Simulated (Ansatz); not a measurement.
**How far to go with the k-point mesh at a smearing width of 0.05 eV: Li3Au (I4mm, 4 atoms in the cell)**

```
CELL_PARAMETERS angstrom
      0.00000     3.11605     3.11605
      3.11605     0.00000     3.11605
      3.11605     3.11605     0.00000
ATOMIC_POSITIONS crystal
  Li 0.25000 0.25000 0.25000
  Li 0.75000 0.75000 0.75000
  Li 0.50802 0.50802 0.49198
  Au 0.00000 0.00000 0.00000
```

Computed with PBEsol, default PAW files made with PBE (plane waves; Ansatz, a quantum-chemistry and plane-wave program).

Base settings: basis.ecutwfc = 30.9 Ry; kpoints.mp_grid.grid = 9 9 9; hamiltonian.xc = pbesol; hamiltonian.pseudopotentials = {kind: paw} (the program's default PAW files); scf.occupations.method = gaussian; scf.occupations.width = 0.0073 Ry.

In this ladder: scf.occupations.width = 0.0037 Ry.

The second cell is the first with its lattice scaled by 0.98.

Only quantities that move along the ladder and can be compared are tabulated.

The count of work is k-points × plane waves × bands × iterations; it is no time. 

The starting cell comes from a database of computed structures (which also holds hypothetical and non-ambient phases and stackings), without a prior relaxation at this level. Its lattice was rescaled by up to half a per cent. One atom was moved a little off its site on purpose. Ansatz's pressure includes its estimate of the finite-basis (Pulay) stress.

Steps (kpoints.mp_grid.grid): 3 3 3; 4 4 4; 5 5 5; 6 6 6; 7 7 7; 8 8 8; 10 10 10; 12 12 12; 15 15 15; 18 18 18; 22 22 22.

**Question.** What is the coarsest kpoints.mp_grid.grid that holds the energy of the compressed cell less the first within 1 meV/atom of the last step, with all finer ones?

**Answer.** 5 5 5, at 0.022 of the last step's count of work; the step before is off by 2.6 meV/atom.

**Question.** What is the coarsest kpoints.mp_grid.grid that holds the pressure within 0.5 GPa of the last step, with all finer ones?

**Answer.** 4 4 4, at 0.016 of the last step's count of work; the step before is off by 1.1 GPa.

**Question.** What is the coarsest kpoints.mp_grid.grid that holds the free energy within 0.5 meV/atom of the last step, with all finer ones?

**Answer.** 12 12 12, at 0.20 of the last step's count of work; the step before is off by 0.75 meV/atom.

```tsv
kpoints.mp_grid.grid	free energy less the last step's (meV/atom)	energy of the compressed cell less the first (meV/atom)	pressure (GPa)	largest difference of a force vector from the last step's (eV/Å)	count of work / last
3 3 3	47.27	11.87	0.86	0.013	0.0072
4 4 4	-2.77	2.58	-0.61	0.002	0.016
5 5 5	-5.51	5.28	-0.24	0.001	0.022
6 6 6	10.06	5.17	-0.26	0.000	0.036
7 7 7	0.20	4.71	-0.33	0.001	0.048
8 8 8	2.25	5.16	-0.23	0.000	0.071
10 10 10	-0.75	5.31	-0.21	0.000	0.12
12 12 12	0.12	5.06	-0.26	0.000	0.20
15 15 15	0.45	5.15	-0.23	0.000	0.35
18 18 18	-0.20	5.26	-0.22	0.000	0.58
22 22 22	0.00	5.18	-0.24	0.000	1.0
```

The energy difference between the two cells stays within 1 meV/atom of the last step's from 5 5 5 on, the total only from 10 10 10 on: much of the error is common to both cells and cancels.

Keys are those of Ansatz 0.2.
